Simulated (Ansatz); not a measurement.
TaGa₃ (I4/mmm, No. 139, 4 atoms in the cell; start mp-11416) was calculated with LDA (Ansatz, an electronic-structure program, PAW).

Run with plane-wave cutoff 520 eV, 20×20×20 k mesh, Fermi–Dirac smearing 0.05 eV, scalar-relativistic PAW data made under PBE.

Cell (relaxed at this level):

Space group I4/mmm (No. 139); a = 3.7382 Å, b = 3.7382 Å, c = 8.5654 Å, α = 90.00°, β = 90.00°, γ = 90.00°

```csv
atom,site,symmetry,x,y,z
Ta,2a,4/mmm,0.0000,0.0000,0.0000
Ga,2b,4/mmm,0.0000,0.0000,0.5000
Ga,4d,-4m2,0.0000,0.5000,0.2500
```
(The calculation used a cell of 4 atoms; values per cell refer to that cell.)

**Question.** Predict the bulk modulus.

**Answer.** 
bulk modulus: 151 GPa

The run finds no gap.

Note: the bulk modulus is −V dP/dV from two relaxed cells at ±2 % in volume; the relaxation could not lower the start's symmetry, so the cell can be a saddle point above a distorted one.

Spin–orbit coupling is not included.

A start named mp-… is a Materials Project structure, which need not be a measured phase.
